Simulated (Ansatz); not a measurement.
RuAl₂ (Fddd, No. 70, 6 atoms in the cell; start mp-10910), treated with r²SCAN+SOC in Ansatz (PAW).

Run with plane-wave cutoff 560 eV, 10×10×10 k mesh, Fermi–Dirac smearing 0.01 eV, PAW data made under PBE.

Cell (relaxed with PBEsol):

```
CELL_PARAMETERS angstrom
      0.00000     3.98763     4.38496
      2.35058     0.00000     4.38496
      2.35058     3.98763     0.00000
ATOMIC_POSITIONS crystal
  Al 0.07895 0.42105 0.07895
  Al 0.42105 0.07895 0.42105
  Al 0.17105 0.82895 0.17105
  Al 0.82895 0.17105 0.82895
  Ru 0.75000 0.75000 0.75000
  Ru 0.50000 0.50000 0.50000
```

Q: What does this level give for the band gap, smallest direct gap on the k points sampled and Γ–Γ gap?

A: 
- band gap: 0.16 eV (indirect)
- smallest direct gap on the k points sampled: 1.35 eV
- Γ–Γ gap: 1.85 eV

Note: cell and atoms aren't relaxed at this level (pressure 0.6 GPa).

It cost about 14 core-minutes (a rough figure) of CPU time.

A start named mp-… is a Materials Project structure, which need not be a measured phase.

Ansatz is a first-principles code.
